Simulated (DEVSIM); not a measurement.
System: abrupt GaAs p-n junction, at 300 K.

```tsv
layer (left to right)	material	thickness (μm)	Nd (cm⁻³)	Na (cm⁻³)	τn (s)	τp (s)
1	GaAs	0.320	-	3.6e17	3.9e-9	3.9e-9
2	GaAs	32.0	2.2e15	-	3.9e-9	3.9e-9
```

Left contact: ohmic. Right contact: ohmic. Voltage is applied to the left contact. Recombination: SRH at mid-gap, radiative, Auger. Mobility is μmin + (μ − μmin)/(1 + (N/Nref)^α).

The device is made up for the run: typed textbook-type constants, with dimensions and the other settings drawn at random. Values at 300 K.

| parameter | GaAs |
|---|---|
| gap (eV) | 1.424 |
| affinity (eV) | 4.07 |
| permittivity | 12.9 |
| Nc (cm⁻³) | 4.7e17 |
| Nv (cm⁻³) | 9e18 |
| μn (cm²/Vs) | 8500 |
| μp (cm²/Vs) | 400 |
| μn,min | 500 |
| μp,min | 20 |
| Nref,n | 6e16 |
| Nref,p | 1.5e17 |
| αn | 0.39 |
| αp | 0.38 |
| B (cm³/s) | 2e-10 |
| Cn (cm⁶/s) | 1e-30 |
| Cp (cm⁶/s) | 1e-30 |

Simulated with DEVSIM: 1D drift-diffusion, Boltzmann statistics, complete ionisation; no tunnelling, impact ionisation, image-force lowering or self-heating.

The doping Nd of layer 2 was swept, all else fixed.

```tsv
doping Nd of layer 2 (cm^-3)	potential step across the device at zero bias (V)	dark forward voltage at 1 A/cm² (V)	largest field in the device at zero bias (V/cm)
6.6e13	1.111	0.962	31000
2.2e14	1.143	0.954	32000
6.6e14	1.171	0.968	33000
2.2e15	1.202	0.988	38000
6.6e15	1.231	1.006	51000
2.2e16	1.262	1.018	84000
6.6e16	1.290	1.022	140000
```

From the first row to the last the potential step across the device at zero bias goes from 1.111 to 1.290. From the first row to the last the dark forward voltage at 1 A/cm² goes from 0.962 to 1.022.
